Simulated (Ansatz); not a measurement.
**Pt under a change: biaxial strain −4.03 %, plane normal [001], relaxed out of plane**

Start from Pt in the fcc (Cu type) structure (space group Fm-3m, No. 225; a = 3.9415 Å; relaxed with 0.1 eV smearing). Axes: x, y, z lie along the cube axes.

The change: biaxial strain −4.03 %, plane normal [001], relaxed out of plane (Cartesian); in-plane vectors clamped, the third vector and the atoms free.

Calculations: r2SCAN in Ansatz (plane waves to 500 eV, PAW, without spin-orbit coupling), earlier PAW set. Settings: 29×29×29 k-points, 0.1 eV Fermi–Dirac smearing.

The volume per atom decreases by 0.39 Å³ (15.31 Å³ → 14.92 Å³) and the space group goes from Fm-3m (No. 225) to I4/mmm (No. 139). The shortest interatomic distance drops by 0.112 Å (2.787 Å → 2.675 Å) and the energy goes up by 47 meV/atom. The pressure (mean of the normal stresses, compression positive) goes from zero to 8.8 GPa and the band gap stays zero. The out-of-plane strain amounts to +5.82 % and the ratio −ε⊥/ε∥ is 1.44. The mean in-plane stress (compression positive) is +13.3 GPa.

Stability against distortions was not tested. The final runs are not spin-polarised.

Ansatz is a first-principles code.
